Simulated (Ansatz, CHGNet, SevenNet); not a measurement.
# Ta2N (model structure, started from the CdI2 type, P-3m1, No. 164, 3 atoms in the cell): properties by level of theory

```
level (code)           lattice constant a (Å)  c axis length (Å)
---------------------  ----------------------  -----------------
CHGNet 0.3.0                            3.044              5.022
SevenNet-0                              3.105              4.883
SevenNet-l3i5                           3.109                ___
PBE-D3(BJ) (Ansatz)                     3.074              4.854
r²SCAN (Ansatz)                         3.073                ___
r²SCAN+rVV10 (Ansatz)                   3.066              4.889
```

Problem. Fill in the missing entries.

Solution. 
- SevenNet-l3i5, c axis length (Å): 4.871
- r²SCAN (Ansatz, a program for electronic structure), c axis length (Å): 4.898

Ansatz's density-functional and Hartree–Fock values are scalar-relativistic unless marked +SOC, with PAW data made under PBE.

Static lattice: no zero-point or thermal effects.

A model structure was made by putting elements into a prototype or built by hand; it is no filed structure, need not be a known phase, and can be a saddle point held by its symmetry.
